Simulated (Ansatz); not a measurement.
Consider interstitial Cu in zinc-blende BN, charge state +1. Calculation: PBE, PAW (plane waves to 420 eV; Ansatz, a program for electronic structure).

64-site cell at the relaxed PBE lattice, a 2×2×2 k-point mesh shifted by half a step, smearing 0.01 eV, spin-restricted, no finite-size correction. Energies are static. The charge state is imposed; whether it is stable for some Fermi level was not computed. Sites that were not tried may lie lower.

Barriers: single points on a 3×3×3 k-point mesh shifted by half a step at the bands' geometries.

Relaxed starting cell (atoms counted from 1):

```
CELL_PARAMETERS angstrom
      7.24967     0.00000     0.00000
      0.00000     7.24967     0.00000
      0.00000     0.00000     7.24967
ATOMIC_POSITIONS crystal
  B  0.00254 0.00267 0.99750
  B  0.99964 0.99787 0.49784
  B  0.99776 0.50225 0.00039
  B  0.99136 0.50773 0.49228
  B  0.50215 0.99965 0.00222
  B  0.50791 0.99141 0.49233
  B  0.50754 0.50788 0.00871
  B  0.50073 0.50070 0.49922
  N  0.12052 0.11952 0.36503
  N  0.12876 0.12886 0.87126
  N  0.12457 0.62942 0.37359
  N  0.11937 0.63513 0.87944
  N  0.62647 0.12459 0.37062
  N  0.63504 0.12054 0.88066
  N  0.62448 0.62453 0.37556
  N  0.62925 0.62645 0.87549
  B  0.99331 0.25247 0.24360
  B  0.99241 0.24822 0.74231
  B  0.00015 0.75279 0.24830
  B  0.99969 0.75355 0.74840
  B  0.50079 0.25027 0.24680
  B  0.54202 0.21497 0.73252
  B  0.50088 0.75216 0.25164
  B  0.50809 0.75334 0.75166
  N  0.12006 0.37865 0.12694
  N  0.09318 0.36795 0.59745
  N  0.12595 0.87843 0.12398
  N  0.12729 0.87635 0.62409
  N  0.62707 0.37643 0.12512
  N  0.63318 0.37096 0.62126
  N  0.62689 0.87555 0.12535
  N  0.63239 0.87013 0.62301
  B  0.25165 0.99984 0.24655
  B  0.25788 0.99242 0.75189
  B  0.24828 0.50817 0.24668
  B  0.26736 0.54200 0.78478
  B  0.75179 0.00018 0.24726
  B  0.75647 0.99334 0.74772
  B  0.74840 0.50096 0.24798
  B  0.75315 0.50085 0.74974
  N  0.37590 0.12735 0.12368
  N  0.40285 0.09309 0.63223
  N  0.37694 0.63246 0.12987
  N  0.37872 0.63319 0.62889
  N  0.87610 0.12606 0.12171
  N  0.87312 0.12019 0.62152
  N  0.87466 0.62697 0.12454
  N  0.87487 0.62716 0.62365
  B  0.24812 0.25799 0.00758
  B  0.21503 0.26763 0.45812
  B  0.25233 0.75652 0.00671
  B  0.25031 0.75335 0.49912
  B  0.75339 0.25175 0.00038
  B  0.75341 0.24831 0.49197
  B  0.75271 0.75176 0.99988
  B  0.75210 0.74843 0.49909
  N  0.37097 0.37879 0.36687
  N  0.36766 0.40292 0.90685
  N  0.37638 0.87506 0.37286
  N  0.37856 0.87314 0.87992
  N  0.87016 0.37701 0.36773
  N  0.87623 0.37599 0.87285
  N  0.87555 0.87473 0.37313
  N  0.87835 0.87610 0.87411
  Cu 0.31588 0.31565 0.68428
```
Cell charge +1.

End state 1 differs by these moves (Å; atoms that move under 0.08 Å are left out):

```json
[
 {"atom": "1", "element": "B", "Δx": "-0.06", "Δy": "-0.06", "Δz": "0.08"},
 {"atom": "7", "element": "B", "Δx": "-0.06", "Δy": "-0.06", "Δz": "-0.08"},
 {"atom": "9", "element": "N", "Δx": "0.02", "Δy": "0.08", "Δz": "0.01"},
 {"atom": "10", "element": "N", "Δx": "-0.22", "Δy": "0.04", "Δz": "0.26"},
 {"atom": "12", "element": "N", "Δx": "0.05", "Δy": "-0.07", "Δz": "-0.05"},
 {"atom": "18", "element": "B", "Δx": "-0.24", "Δy": "-0.10", "Δz": "0.31"},
 {"atom": "22", "element": "B", "Δx": "-0.24", "Δy": "0.21", "Δz": "0.14"},
 {"atom": "26", "element": "N", "Δx": "0.29", "Δy": "0.29", "Δz": "0.00"},
 {"atom": "34", "element": "B", "Δx": "0.21", "Δy": "-0.24", "Δz": "-0.14"},
 {"atom": "36", "element": "B", "Δx": "-0.10", "Δy": "-0.24", "Δz": "-0.31"},
 {"atom": "50", "element": "B", "Δx": "0.14", "Δy": "0.14", "Δz": "0.00"},
 {"atom": "57", "element": "N", "Δx": "0.08", "Δy": "0.02", "Δz": "-0.01"},
 {"atom": "58", "element": "N", "Δx": "0.04", "Δy": "-0.22", "Δz": "-0.26"},
 {"atom": "62", "element": "N", "Δx": "-0.07", "Δy": "0.05", "Δz": "0.05"},
 {"atom": "65", "element": "Cu", "Δx": "-0.94", "Δy": "-0.94", "Δz": "0.00"}
]
```

Problem. Predict the forward and backward barriers to end state 1 from PBE, PAW.

Solution. forward 0.16 eV, backward 0.16 eV; at the saddle point atom 65 has neighbours B at 1.81, 2 B at 1.98, 2 B at 2.02; N at 1.69, N at 1.72, 2 N at 1.87 Å. The saddle point's order was not checked, and it lies on a symmetry element of the cell, where a band can be held.
